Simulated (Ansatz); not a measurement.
## NbP (I4₁md, No. 109, 4 atoms in the cell; start mp-9339)

These are PBE (PAW; Ansatz, a first-principles code) values and carry that method's errors.

Run with plane-wave cutoff 520 eV, 24×24×24 k mesh, Fermi–Dirac smearing 0.05 eV, no spin polarisation, scalar-relativistic PAW data made under PBE.

Cell (relaxed at this level):

```yaml
crystal:
  lattice:
    - [-1.67361, 1.67361, 5.71287]
    - [1.67361, -1.67361, 5.71287]
    - [1.67361, 1.67361, -5.71287]
  atoms:
    - { symbol: Nb, position: [0.75004, 0.75004, 0.00000] }
    - { symbol: Nb, position: [0.50004, 0.00004, 0.50000] }
    - { symbol: P, position: [0.33259, 0.33259, 0.00000] }
    - { symbol: P, position: [0.08259, 0.58259, 0.50000] }
```

```yaml
bulk modulus B0: 187 GPa
```

Note: the bulk modulus is −V dP/dV from two relaxed cells at ±2 % in volume; the relaxation could not lower the start's symmetry, so the cell can be a saddle point above a distorted one.

Static lattice: no zero-point or thermal effects.

It cost roughly 10 core-minutes of CPU time.

A start named mp-… is a Materials Project structure, which need not be a measured phase.
